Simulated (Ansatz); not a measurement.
Consider SnSe₂ in the CdI2 type structure (space group P-3m1, No. 164; a = 3.826 Å, c = 6.231 Å; layered, stacked along the Cartesian z axis).

Modification: an isotropic linear strain of +5.32 %; the atoms relax in the strained cell.

Levels (all Ansatz, a program for electronic structure, PAW): r2SCAN+rVV10 (500 eV, without spin-orbit coupling); HSE06 (420 eV, without spin-orbit coupling).

The geometry is relaxed with r2SCAN+rVV10.

| Quantity | Value |
|---|---|
| r2SCAN+rVV10 band gap | 0.80 eV |

**Question.** What does HSE06 give at this geometry for the band gap?

**Answer.** The band gap rises by 0.41 eV (0.80 eV → 1.21 eV).

Single points use the geometry relaxed with r2SCAN+rVV10. Whether these cells are dynamically stable was not tested.
